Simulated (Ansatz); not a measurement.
The parent structure is Mg (space group R-3m, No. 166; a = 3.178 Å, c = 23.241 Å (hexagonal axes); a cell from a computed database, its experimental status unchecked; relaxed with 0.1 eV smearing). Axes: x lies along a and z along c of the hexagonal cell.

Method: Kohn–Sham DFT with the PBEsol functional, run in Ansatz (a first-principles code) with PAW and 420 eV plane waves, no spin-orbit coupling.

Strains are applied to the cell and any free atomic positions relax; under biaxial strain the out-of-plane vector relaxes too.

One change was made to it. Results:

```json
[
 {"quantity": "pressure (mean of the normal stresses, compression positive)", "base": "0.0 GPa", "after": "-0.6 GPa"},
 {"quantity": "energy relative to the base (free energy F)", "base": "0 meV/atom", "after": "+1.6 meV/atom"},
 {"quantity": "volume per atom", "base": "22.58 Å³", "after": "22.97 Å³"}
]
```

Q: Which of these changes matches the shifts?
(A) isotropic strain −2.11 %
(B) biaxial strain +0.50 %, plane normal [001], relaxed out of plane
(C) biaxial strain +1.19 %, plane normal [001], relaxed out of plane

A: C, biaxial strain +1.19 %, plane normal [001], relaxed out of plane. For comparison, the energy relative to the base in the other runs: isotropic strain −2.11 % gives +11 meV/atom; biaxial strain +0.50 %, plane normal [001], relaxed out of plane gives +0.3 meV/atom.

Stability against distortions was not tested. This is not the structure that Mg has at room temperature and ambient pressure.
